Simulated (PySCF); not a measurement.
PySCF 2.14.0, TPSSH/def2-svpd, df: W(NMe)(S)(Cl)2 (C[N]=[W](=[S])([Cl])[Cl]), 9 atoms. The geometry is a generated start, not checked to be a minimum at this level.

| Item | Result |
|---|---|
| task | energy |
| method | tpssh |
| basis | def2-svpd |
| two-electron scheme | density fitting |
| mol.max_memory | 3000 MB |
| mf.max_cycle | 100 |
| mf.conv_tol | 1e-09 (default) |
| mf.grids.level | 3 (default) |
| effective core potentials | those of the basis set, past Kr |
| basis functions | 180 |
| grid points | 138392 |

```xyz
9

W      0.1729     0.8918     1.1687
N     -0.1720    -0.1471    -0.2247
C     -0.2630    -0.9988    -1.3379
H      0.7375    -1.3434    -1.6340
H     -0.8804    -1.8722    -1.0987
H     -0.7210    -0.4718    -2.1837
S      2.2942     0.7041     1.6458
Cl    -0.2277     3.0075     0.7174
Cl    -0.9406     0.2298     2.9472
```

Charge 0 and multiplicity 1 are set for this test and not shown to be the ground state.

With the defaults (mf.DIIS = CDIIS, mf.diis = true, mf.diis_space = 8, mf.damp = 0, mf.diis_start_cycle = 1, mf.level_shift = 0, mf.init_guess = minao) it converges in 14 Fock builds. One run each on 2 threads, 1 BLAS thread, with these changes:
- mf.init_guess = mod_huckel
- mf.diis = false
- mf.diis = false, mf.damp = 0.7, mf.diis_start_cycle = 999
- mf.DIIS = EDIIS
- mf.diis_space = 20
- mf.diis_space = 3
- mf.level_shift = 0.1 Hartree
- mf.diis_space = 5
- mf.diis_space = 12

### Question
Name the settings that don't reach the solution of the defaults.

### Answer
No convergence: mf.DIIS = EDIIS; mf.diis = false (the run ends without SCF convergence in 100 cycles). The rest reach the solution of the defaults.

```json
[
 {"setting": "the defaults", "Fock builds": "14", "end": "same solution"},
 {"setting": "mf.diis_space = 20", "Fock builds": "14", "end": "same solution"},
 {"setting": "mf.diis_space = 12", "Fock builds": "14", "end": "same solution"},
 {"setting": "mf.level_shift = 0.1 Hartree", "Fock builds": "15", "end": "same solution"},
 {"setting": "mf.diis_space = 5", "Fock builds": "16", "end": "same solution"},
 {"setting": "mf.init_guess = mod_huckel", "Fock builds": "18", "end": "same solution"},
 {"setting": "mf.diis = false, mf.damp = 0.7, mf.diis_start_cycle = 999", "Fock builds": "28", "end": "same solution"},
 {"setting": "mf.diis_space = 3", "Fock builds": "57", "end": "same solution"},
 {"setting": "mf.DIIS = EDIIS", "Fock builds": "101", "end": "no convergence"},
 {"setting": "mf.diis = false", "Fock builds": "101", "end": "no convergence"}
]
```
